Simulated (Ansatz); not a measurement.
Take CrCuO2 (space group R-3m, No. 166; ferromagnetic) as the base.

```yaml
crystal:
  lattice:
    - [1.50635, 0.86969, 5.70392]
    - [-1.50635, 0.86969, 5.70392]
    - [0.00000, -1.73938, 5.70392]
  atoms:
    - { symbol: Cu, position: [0.00000, 0.00000, 0.00000] }
    - { symbol: Cr, position: [0.50000, 0.50000, 0.50000] }
    - { symbol: O, position: [0.10844, 0.10844, 0.10844] }
    - { symbol: O, position: [0.89156, 0.89156, 0.89156] }
```

Cartesian axes are those of the cell as printed.

Method: PBE (Ansatz, a quantum-chemistry and plane-wave program, PAW, spin-orbit coupling left out).

For the base:

The band gap is 1.08 eV. The gap character comes out as indirect, S₂–F (13 % along) → k = (0.077, 0.385, 0.385) in the run's primitive reciprocal basis.

It is then changed as follows: biaxial strain −2.73 %, plane normal [001], relaxed out of plane (Cartesian); in-plane vectors clamped, the third vector and the atoms free.

Task: Predict the new band gap.

Result: The band gap falls by 0.10 eV, from 1.08 eV to 0.98 eV.

Task: Predict the new gap character.

Result: The gap character changes from indirect, S₂–F (13 % along) → k = (0.077, 0.385, 0.385) in the run's primitive reciprocal basis to indirect, H₂ → L.

Task: What does the calculation give for the ratio −ε⊥/ε∥ after the change?

Result: The ratio −ε⊥/ε∥ amounts to 0.57.

Task: How does this affect the energy relative to the base?

Result: The energy rises by 13 meV/atom.

No phonon test of stability was made. No Hubbard U is applied and the magnetic state is the run's own (CrCuO2 ferromagnetic); other magnetic orders, which need larger cells, were not tried and can change the gap. Where the two band edges lie in opposite spin channels, the gap is a spin-flip gap.
